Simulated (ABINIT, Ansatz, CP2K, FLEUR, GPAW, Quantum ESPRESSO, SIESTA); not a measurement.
# MgNiF6 (R-3, 8 atoms in the cell) computed with different codes at matched settings

Self-consistent single point, at a second geometry (lattice scaled by 0.98). First geometry:

```
CELL_PARAMETERS angstrom
      2.40148     1.38649     4.35708
     -2.40148     1.38649     4.35708
      0.00000    -2.77298     4.35708
ATOMIC_POSITIONS crystal
  Mg 0.50000 0.50000 0.50000
  Ni 0.00000 0.00000 0.00000
  F  0.37297 0.76937 0.09415
  F  0.62703 0.23063 0.90585
  F  0.09415 0.37297 0.76937
  F  0.90585 0.62703 0.23063
  F  0.76937 0.09415 0.37297
  F  0.23063 0.90585 0.62703
```

Shared settings, as Ansatz (an electronic-structure program) writes them: kpoints.mp_grid.grid = 6 6 6; scf.occupations.method = fermi_dirac; scf.occupations.width = 0.136 eV. Potentials and cutoffs stand in the table.

| code | model | ΔF from the first geometry (meV/atom) | pressure (GPa) | largest force (eV/Å) | gap on the mesh (eV) | cutoff |
|---|---|---|---|---|---|---|
| Ansatz | LDA (PW92), PAW files made with PBE | -4.8 | 2.17 | 0.303 | 1.483 | default |
| Quantum ESPRESSO | LDA (PZ), GBRV 1.5 ultrasoft (LDA) pseudopotentials | -1.8 | 3.78 | 0.433 | 1.549 | 50 Ry |
| GPAW | LDA (Perdew-Wang 92), GPAW PAW datasets LDA (gpaw-data 1.0.1) | -0.8 | – | 0.420 | – | 900 eV |
| CP2K | LDA (Pade form), GPW, DZVP-MOLOPT-SR-GTH basis, GTH-PADE potentials (GTH_POTENTIALS) | 1.5 | 4.83 | 0.426 | 1.436 | grid 1000 Ry |
| SIESTA | LDA PW92, numerical atomic orbitals TZP, PseudoDojo LDA standard norm-conserving potentials (rewritten from UPF to PSML) | -22.5 | -1.11 | 0.643 | 1.323 | grid 300 Ry |
| FLEUR | LDA (Perdew-Zunger), all-electron FLAPW (FLEUR), scalar-relativistic valence | -4.5 | – | 0.423 | 1.417 | Kmax 4.7 1/bohr |
| ABINIT | LDA (PW92), PAW (JTH v2.0 LDA PAW) | -0.3 | 1.15 | 0.447 | 1.469 | 30 Ha |

For Ansatz (by 0.7 GPa) and ABINIT (by 2.9 GPa) the energy change implies a higher mean pressure, against the two pressures, than for the other programs: a sign of finite-basis (Pulay) stress.

A dash marks a value that a program does not give, or that is left out as unsure.

No gap is tabulated for GPAW: it is not read from that output, or partly filled or unconverged empty levels leave it unsure.

Gaps are read on the mesh.

The spread over the programs that give each value: ΔF from the first geometry within 24.0 meV/atom; pressure within 5.94 GPa; largest force within 0.340 eV/Å; gap on the mesh within 0.226 eV.

CP2K and SIESTA use small atom-centred bases, whose incompleteness enters pressures, forces and empty levels differently from a plane-wave cutoff. FLEUR treats all electrons, but the usual bases taken here (sphere radii, linearisation, local orbitals, empty states) were not tested for convergence, so the values are no reference for the others. Ansatz's pressure is given at a fixed set of plane waves, as the other plane-wave codes print theirs; with its correction for the finite basis it is 2.96 GPa (the shift of 0.79 GPa shows how far the cutoff is from converged). The pressure of GPAW is left out: its cutoff lies under the one at which its stress was checked. The same LDA comes in different parametrisations, which differ slightly. In the gap, SIESTA (by 0.160) lies more than 0.12 eV from the median of the plane-wave programs. In the force vectors, Ansatz (by 0.128), CP2K (by 0.230), SIESTA (by 0.224) and FLEUR (by 0.133) lie more than 0.08 eV/Å from the median of the plane-wave programs.

The starting cell comes from a database of computed structures (which also holds hypothetical and non-ambient phases and stackings), without a prior relaxation at this level. For this run, on top of that: lattice scaled by 0.98.

Keys are those of Ansatz 0.2.
